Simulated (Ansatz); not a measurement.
## Zinc-blende RbBr (model structure)

Calculation: r²SCAN (plane waves, PAW; Ansatz, a quantum-chemistry and plane-wave program).

Run with plane-wave cutoff 500 eV, 8×8×8 k mesh, gaussian smearing 0.02 eV, scalar-relativistic PAW data made under PBE.

Cell (relaxed at this level):

Space group F-43m (No. 216); a = b = c = 7.737 Å, α = β = γ = 90.00°

| atom | site | symmetry | x | y | z |
|---|---|---|---|---|---|
| Rb | 4a | -43m | 0.0000 | 0.0000 | 0.0000 |
| Br | 4d | -43m | 0.7500 | 0.7500 | 0.7500 |
(The calculation used a cell of 2 atoms; values per cell refer to that cell.)

```json
{
 "band_gap": "4.65 eV (on the SCF k mesh)"
}
```

Note: the relaxation could raise the start's symmetry but not lower it, so the cell can be a saddle point.

Spin–orbit coupling is not included.

The computed numbers hold no vibrational or temperature effects.

A model structure was made by putting elements into a prototype or built by hand; it is no filed structure, need not be a known phase, and can be a saddle point held by its symmetry.
